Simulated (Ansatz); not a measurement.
Take C in the graphite type structure (space group P6_3/mmc, No. 194; a = 2.458 Å, c = 6.563 Å; layered, stacked along the Cartesian z axis) as the base. Axes: x lies along a and z along c of the hexagonal cell.

Computed with Ansatz (a program for electronic structure) PBEsol-D3(BJ), no SOC.

Strains are applied to the cell and any free atomic positions relax; under biaxial strain the out-of-plane vector relaxes too.

One change was made to it. Results:

```tsv
quantity	base	after
pressure (mean of the normal stresses, compression positive)	0.0 GPa	36.5 GPa
shortest interatomic distance	1.419 Å	1.371 Å
band gap	zero	zero
```

Question: Which of these changes matches the shifts?
(A) biaxial strain +3.73 %, plane normal [001], relaxed out of plane
(B) uniaxial strain ε_xx = −0.93 %
(C) biaxial strain −3.41 %, plane normal [001], relaxed out of plane
(D) isotropic strain +1.20 %
(E) uniaxial strain ε_xx = +5.31 %

Answer: C, biaxial strain −3.41 %, plane normal [001], relaxed out of plane. For comparison, the pressure in the other runs: uniaxial strain ε_xx = +5.31 % gives -20.1 GPa; isotropic strain +1.20 % gives -10.1 GPa; biaxial strain +3.73 %, plane normal [001], relaxed out of plane gives -27.5 GPa; uniaxial strain ε_xx = −0.93 % gives 4.3 GPa.

The mesh was chosen for an insulator and is coarse for the gapless case. Whether these cells are dynamically stable was not tested.
